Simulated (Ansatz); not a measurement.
V_Si+N_C in metastable 2H silicon carbide: one set of geometries, relaxed with PBE, evaluated in Ansatz (PAW, plane waves to 420 eV, 500 eV under r2SCAN) with PBE, r2SCAN.

Details: 96-site cell; 2×2×2 shifted k-points; start: the Si site; C 1.89 Å away; charged states image-corrected; corrections pass 1 eV, so highly charged states may be off by several tenths; relaxed from one start, so a lower configuration may exist; flagged in the runs: a host whose relaxation on this sampling wasn't shown to rest.

```csv
quantity,PBE,r2SCAN
host gap (eV),2.31,?
ε(0/−1) above the VBM (eV),0.73,?
ε(−1/−2) above the VBM (eV),1.58,?
"neutral formation energy against graphite, N2 molecule in a box, silicon (eV)",4.62,?
largest moment on one atom at charge 0 (μB),0.35,?
largest moment on one atom at charge −1 (μB),0.28,?
largest moment on one atom at charge −2 (μB),0.17,?
```

**Question.** Given the lower rungs, what does r2SCAN give?

**Answer.** 
- host gap (eV), r2SCAN: 2.68
- ε(0/−1) above the VBM (eV), r2SCAN: 1.01
- ε(−1/−2) above the VBM (eV), r2SCAN: 1.86
- neutral formation energy against graphite, N2 molecule in a box, silicon (eV), r2SCAN: 4.45
- largest moment on one atom at charge 0 (μB), r2SCAN: 0.40
- largest moment on one atom at charge −1 (μB), r2SCAN: 0.31
- largest moment on one atom at charge −2 (μB), r2SCAN: 0.20

Ansatz is a quantum-chemistry and plane-wave program.
